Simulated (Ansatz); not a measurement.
The starting structures come from a database of crystals and need not be the phases stable at ambient conditions.

Evanescent states of GaS (P6_3/mmc, 8 atoms a cell, 21.6 Å³ an atom) along the normal of (001)

These are PBEsol (plane waves, PAW; Ansatz, a first-principles code) values and carry that method's errors.

The gap is the functional's own. No spin-orbit coupling. Mid-gap values are those at the computed energy nearest the middle.

Energies count from the valence-band top; κ is the least over a 12×12 mesh across the current.

| E (eV) | κ (1/Å) | where |
|---|---|---|
| 0.04 | 0.040 | Γ |
| 0.14 | 0.068 | Γ |
| 0.23 | 0.085 | Γ |
| 0.32 | 0.098 | Γ |
| 0.41 | (withheld) | Γ |
| 0.49 | (withheld) | Γ |
| 0.58 | (withheld) | Γ |
| 0.68 | (withheld) | Γ |
| 0.77 | (withheld) | Γ |
| 0.85 | (withheld) | Γ |
| 0.94 | (withheld) | Γ |
| 1.03 | (withheld) | Γ |
| 1.12 | 0.116 | Γ |
| 1.22 | 0.108 | Γ |
| 1.30 | 0.096 | Γ |
| 1.40 | 0.080 | Γ |

Problem. Complete the blanks.

Solution. 
- 0.41, κ (1/Å): 0.107
- 0.49, κ (1/Å): 0.114
- 0.58, κ (1/Å): 0.120
- 0.68, κ (1/Å): 0.123
- 0.77, κ (1/Å): 0.125
- 0.85, κ (1/Å): 0.125
- 0.94, κ (1/Å): 0.124
- 1.03, κ (1/Å): 0.121
